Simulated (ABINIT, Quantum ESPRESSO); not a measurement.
An ABINIT input for a self-consistent single point of BeB₂ (P6/mmm, 3 atoms in the cell) (DFT, PBEsol, plane waves, norm-conserving pseudopotentials (PseudoDojo nc-sr-04 PBEsol standard)):

```
# BeB2, PseudoDojo nc-sr-04 PBEsol standard
pp_dirpath "./"
pseudos "Be.upf, B.upf"
acell 2.8710959580 2.8710959580 2.8197830000 Angstrom
rprim
         1.0000000000    0.0000000034    0.0000000000
        -0.5000000029    0.8660254021    0.0000000000
         0.0000000000    0.0000000000    1.0000000000
natom 3
ntypat 2
znucl 4 5
typat 1 2 2
xred
         0.0000000000    0.0000000000    0.0000000000
         0.3333333333    0.6666666667    0.5000000000
         0.6666666667    0.3333333333    0.5000000000
ecut 1197 eV
occopt 3
tsmear 0.00499791
nband 10
kptopt 1
ngkpt 13 13 11
nshiftk 1
shiftk 0 0 0
nstep 80
tolvrs 1.0e-11
prtwf 0
prtden 0
```

Q: Give the Quantum ESPRESSO input for the same structure, mesh, smearing and functional.

A: This is the input that was run; spellings and numerical settings could be chosen otherwise.

```fortran
&control
 calculation = 'scf'
 prefix = 'pwscf'
 outdir = './tmp'
 pseudo_dir = './'
 tprnfor = .true.
 tstress = .true.
/
&system
 ibrav = 0
 nat = 3
 ntyp = 2
 ecutwfc = 90
 occupations = 'smearing'
 smearing = 'fermi-dirac'
 degauss = 0.0099958
/
&electrons
 conv_thr = 1.0d-10
 mixing_beta = 0.4
/
ATOMIC_SPECIES
Be     9.0122  Be.upf
B     10.8100  B.upf
ATOMIC_POSITIONS crystal
Be    0.00000000    0.00000000    0.00000000
B     0.33333333    0.66666667    0.50000000
B     0.66666667    0.33333333    0.50000000
K_POINTS automatic
13 13 11  0 0 0
CELL_PARAMETERS angstrom
   2.87109596     0.00000000     0.00000000
  -1.43554798     2.48644204     0.00000000
   0.00000000     0.00000000     2.81978300
```

Basis, cutoffs, solver keys and any potentials are the target program's own. This input uses DFT, PBEsol, plane waves, PseudoDojo standard norm-conserving (PBESOL) pseudopotentials. Both were run: pressure 11.78 GPa in ABINIT and 11.79 in Quantum ESPRESSO.

On ABINIT: the starting cell comes from a database of computed structures (which also holds hypothetical and non-ambient phases and stackings), without a prior relaxation at this level. For this run, on top of that: lattice scaled by 0.98. With a pressure of about 12 GPa the cell is away from its equilibrium volume at this level.

On Quantum ESPRESSO: the starting cell comes from a database of computed structures (which also holds hypothetical and non-ambient phases and stackings), without a prior relaxation at this level. For this run, on top of that: lattice scaled by 0.98. With a pressure of about 12 GPa the cell is away from its equilibrium volume at this level.
